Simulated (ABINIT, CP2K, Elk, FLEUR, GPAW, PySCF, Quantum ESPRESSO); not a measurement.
# Code comparison for Se (P3_121, 3 atoms in the cell)

Self-consistent single point, at a second geometry (lattice scaled by 0.98). First geometry:

```yaml
crystal:
  lattice:
    - [4.48815, 0.00000, 0.00000]
    - [-2.24408, 3.88685, 0.00000]
    - [0.00000, 0.00000, 4.96038]
  atoms:
    - { symbol: Se, position: [0.21789, 0.00000, 0.33333] }
    - { symbol: Se, position: [0.00000, 0.21789, 0.66667] }
    - { symbol: Se, position: [0.78211, 0.78211, 0.00000] }
```

Shared settings, as Quantum ESPRESSO writes them: occupations = smearing; smearing = fd; degauss = 0.00147 Ry; K_POINTS = automatic 5 5 4 0 0 0. Potentials and cutoffs stand in the table.

| code | model | ΔF from the first geometry (meV/atom) | largest force (eV/Å) | gap on the mesh (eV) | cutoff |
|---|---|---|---|---|---|
| GPAW | PBE, GPAW PAW datasets PBE (gpaw-data 1.0.1) | 41.6 | 1.161 | 1.380 | 600 eV |
| FLEUR | PBE, all-electron FLAPW (FLEUR), scalar-relativistic valence | 49.3 | 1.327 | 1.408 | Kmax 3.9 1/bohr |
| PySCF | PBE, Gaussian basis gth-dzvp-molopt-sr, GTH pseudopotentials gth-pbe, FFT density fitting with multigrid | 49.8 | – | 1.377 | grid 50 Ha |
| ABINIT | PBE, norm-conserving pseudopotentials (PseudoDojo nc-sr-05 PBE standard) | 41.5 | 1.152 | 1.369 | 43 Ha |
| CP2K | PBE, GPW, DZVP-MOLOPT-SR-GTH basis, GTH-PBE potentials (GTH_POTENTIALS) | 49.8 | 1.385 | 1.377 | grid 400 Ry |
| Quantum ESPRESSO | PBE, PSlibrary ultrasoft (PBE) pseudopotentials | 44.3 | 1.227 | 1.381 | 30 Ry |
| Elk | PBE, all-electron FP-LAPW, Elk's shipped species files, default APW+lo basis | – | – | 1.380 | rgkmax 7 |

A dash marks a value that a program does not give, or that is left out as unsure.

Gaps are read on the mesh.

The spread over the programs that give each value: ΔF from the first geometry within 8.3 meV/atom; largest force within 0.233 eV/Å; gap on the mesh within 0.039 eV.

PySCF and CP2K use small atom-centred bases, whose incompleteness enters pressures, forces and empty levels differently from a plane-wave cutoff. FLEUR and Elk treat all electrons, but the usual bases taken here (sphere radii, linearisation, local orbitals, empty states) were not tested for convergence, so the values are no reference for the others. In the force vectors, FLEUR (by 0.166) and CP2K (by 0.224) lie more than 0.08 eV/Å from the median of the plane-wave programs.

The starting cell comes from a database of computed structures (which also holds hypothetical and non-ambient phases and stackings), without a prior relaxation at this level. Its lattice was rescaled by a random factor within 2.5 % of one. For this run, on top of that: lattice scaled by 0.98.

Left out of this page: SIESTA (unsound by tests on forces, stress, charge or solver warnings).
